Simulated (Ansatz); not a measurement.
Take PbSe in the rock salt structure (space group Fm-3m, No. 225; a = 6.1780 Å) as the base. Axes: x, y, z lie along the cube axes.

Structures relaxed with r2SCAN (Ansatz, an electronic-structure program, PAW, no spin-orbit coupling).

Base:

Simulated powder pattern, Cu Kα, λ = 1.54184 Å (kinematic, ideal powder, no thermal factors, no anomalous dispersion; the 8 strongest lines at most, above 2 %, up to 2θ = 90°):

```
2θ (°)  I/Imax (%)    hkl
------  ----------  -----
24.96           36  (111)
28.90          100  (200)
41.33           77  (220)
48.90           19  (311)
51.22           28  (222)
59.89           13  (400)
67.84           37  (420)
75.37           27  (422)
```

After one change:

Simulated powder pattern, Cu Kα, λ = 1.54184 Å (kinematic, ideal powder, no thermal factors, no anomalous dispersion; the 8 strongest lines at most, above 2 %, up to 2θ = 90°):

| 2θ (°) | I/Imax (%) |
|---|---|
| 24.82 | 18 |
| 25.11 | 18 |
| 28.91 | 100 |
| 40.98 | 13 |
| 41.34 | 51 |
| 50.92 | 14 |
| 51.53 | 14 |
| 67.85 | 24 |

Q: Name the change that was made.
A. uniaxial strain ε_zz = +1.87 %
B. biaxial strain −2.44 %, plane normal [001], relaxed out of plane
C. biaxial strain −3.51 %, plane normal [001], relaxed out of plane
D. tensor shear ε_yz = −0.83 %

A: D, tensor shear ε_yz = −0.83 %. Its volume per atom is 29.47 Å³ against 29.48 Å³, and its space group is Immm (No. 71).

No phonon test of stability was made.
